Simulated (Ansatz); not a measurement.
## PbSe under a change: isotropic strain +4.95 %

Take PbSe in the rock salt structure (space group Fm-3m, No. 225; a = 6.1780 Å) as the base.

Perturbation: every lattice vector is stretched by 4.95 %; the atoms relax in the strained cell.

Method: Kohn–Sham DFT with the r2SCAN functional, run in Ansatz (a quantum-chemistry and plane-wave program) with PAW and 500 eV plane waves, without spin-orbit coupling. Settings: 9×9×9 k-points, 0.05 eV Fermi–Dirac smearing.

The volume per atom increases by 4.597 Å³ to 34.07 Å³ and the space group remains Fm-3m (No. 225). The shortest interatomic distance increases by 0.289 bohr, from 5.837 bohr to 6.126 bohr and the energy increases by 89 meV/atom. The pressure shrinks by 5.41 GPa to -5.42 GPa and the band gap goes up by 0.36 eV to 1.03 eV. The gap character stays direct at L and the width of the top valence band decreases by 0.93 eV (3.20 eV → 2.27 eV). The electron mass changes from 0.19 mₑ along k, 0.14 mₑ across (at L) to 0.28 mₑ along k, 0.15 mₑ across (at L) and the hole mass goes from 0.24 mₑ along k, 0.11 mₑ across (at L) to 0.45 mₑ along k, 0.17 mₑ across (at L). The valley order (the lowest conduction-band minima on the path, energy above the VBM, named in the base's zone) goes from L along ⟨111⟩ 0.67 eV; a point along ⟨110⟩, about 0.6 Å⁻¹ from Γ 1.46 eV; a point along ⟨100⟩, about 0.4 Å⁻¹ from Γ 2.19 eV to L along ⟨111⟩ 1.03 eV; a point along ⟨110⟩, about 0.7 Å⁻¹ from Γ 1.73 eV; a point along ⟨100⟩, about 0.4 Å⁻¹ from Γ 2.35 eV.

Final structure:

```yaml
crystal:
  lattice:
    - [0.00000, 3.24192, 3.24192]
    - [3.24192, 0.00000, 3.24192]
    - [3.24192, 3.24192, 0.00000]
  atoms:
    - { symbol: Se, position: [0.00000, 0.00000, 0.00000] }
    - { symbol: Pb, position: [0.50000, 0.50000, 0.50000] }
```

With Pb present, leaving out spin-orbit coupling can change the band edges. Masses are band curvatures over ±0.01 Å⁻¹ around the edge. Along k means along the line from Γ to the band edge. Stability against distortions was not tested.
